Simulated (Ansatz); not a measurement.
# ScAl3, response to strain

The parent structure is ScAl₃ in the Cu3Au type structure (space group Pm-3m, No. 221; a = 4.072 Å; relaxed with 0.1 eV smearing). Axes: x, y, z lie along the cube axes.

Strains are applied to the cell and any free atomic positions relax; under biaxial strain the out-of-plane vector relaxes too.

Computed with Ansatz (a program for electronic structure) PBEsol, no SOC.

Notes on the quantities. energy relative to the base: free energy F; pressure: mean of the normal stresses, compression positive.

| variant | shortest interatomic distance | energy relative to the base | pressure |
|---|---|---|---|
| base | 2.880 Å | 0 meV/atom | 0.0 GPa |
| biaxial strain +0.60 %, plane normal [001], relaxed out of plane | 2.884 Å | +0.8 meV/atom | -0.8 GPa |
| biaxial strain +1.20 %, plane normal [001], relaxed out of plane | 2.889 Å | +3.1 meV/atom | -1.6 GPa |
| biaxial strain +1.80 %, plane normal [001], relaxed out of plane | 2.894 Å | +6.9 meV/atom | -2.3 GPa |
| biaxial strain +2.40 %, plane normal [001], relaxed out of plane | 2.899 Å | +12 meV/atom | -3.0 GPa |
| biaxial strain +3.00 %, plane normal [001], relaxed out of plane | 2.903 Å | +18 meV/atom | -3.6 GPa |

Stability against distortions was not tested. All final runs are without spin polarisation.
